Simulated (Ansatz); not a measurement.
Take Ti in the hcp (Mg type) structure (space group P6_3/mmc, No. 194; a = 2.940 Å, c = 4.654 Å; relaxed with 0.1 eV smearing) as the base.

All numbers come from PBE (Ansatz, an electronic-structure program, PAW, spin-orbit coupling left out).

Strains are applied to the cell and any free atomic positions relax.

One change was made to it. Results:

The energy grows by 1.4 meV/atom; the pressure (mean of the normal stresses, compression positive) goes from zero to 1.7 GPa.

### Question
What was done to the base?
(A) isotropic strain −1.00 %
(B) isotropic strain −3.00 %
(C) isotropic strain −2.50 %
(D) isotropic strain +2.00 %
(E) isotropic strain −0.50 %

### Answer
E, isotropic strain −0.50 %. For comparison, the energy relative to the base in the other runs: isotropic strain −1.00 % gives +5.6 meV/atom; isotropic strain −3.00 % gives +53 meV/atom; isotropic strain −2.50 % gives +36 meV/atom; isotropic strain +2.00 % gives +21 meV/atom.

No phonon test of stability was made. The final runs are not spin-polarised.
